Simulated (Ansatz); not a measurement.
```yaml
crystal:
  lattice:
    - [4.20617, 0.00000, 0.00000]
    - [0.00000, 4.20617, 0.00000]
    - [0.00000, 0.00000, 4.20617]
  atoms:
    - { symbol: Ba, position: [0.00000, 0.00000, 0.00000] }
    - { symbol: Hf, position: [0.50000, 0.50000, 0.50000] }
    - { symbol: O, position: [0.00000, 0.50000, 0.50000] }
    - { symbol: O, position: [0.50000, 0.50000, 0.00000] }
    - { symbol: O, position: [0.50000, 0.00000, 0.50000] }
```

Spin-orbit coupling is not included. The cell is fixed at its relaxed static size. Melting and transitions to other phases are not modelled.

Q: Estimate each atom's mean-square displacement (sum over three axes) at 1000 K from path-integral sampling on the energy surface fitted in the stochastic self-consistent harmonic approximation in a 2×2×2 supercell, DFT at the PBE level (Ansatz, an electronic-structure program).

A: Ba1 0.051 Å², Hf2 0.023 Å², O3 0.074 Å², O4 0.074 Å², O5 0.074 Å². Waves longer than the supercell are missing, so the values are low for an infinite crystal. Over all wave vectors of the supercell the softest harmonic mode is 26 cm⁻¹ at q = (0.50, 0.50, 0.50); the softest of the Hessian is 79 cm⁻¹ at q = (0.50, 0.50, 0.50) at 300 K (error 1; the run's verdict: stable), 86 cm⁻¹ at q = (0.00, 0.50, 0.50) at 1000 K (error under 1; the run's verdict: stable).
